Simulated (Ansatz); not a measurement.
## LaTiO2N (P2₁, No. 4, 20 atoms in the cell; start mp-775918): smallest direct gap on the k points sampled by level of theory

No measured value is used here.

| level (code) | value (eV) |
|---|---|
| LDA (Ansatz) | (withheld) |
| PBEsol (Ansatz) | 1.25 |
| PBEsol+SOC (Ansatz) | 1.24 |
| r²SCAN (Ansatz) | 1.54 |
| r²SCAN+SOC (Ansatz) | 1.54 |

### Question
Complete the blanks.

### Answer

- LDA (Ansatz, a first-principles code), value (eV): 1.19

Computed values are for a static lattice. Spin–orbit coupling is included only where a level's name says +SOC; with heavier elements it mostly lowers gaps and can invert bands.  Values are at the PBEsol cell. Cutoffs differ between the levels. Ansatz's density-functional and Hartree–Fock values are scalar-relativistic unless marked +SOC, with PAW data made under PBE.

A start named mp-… is a Materials Project structure, which need not be a measured phase.
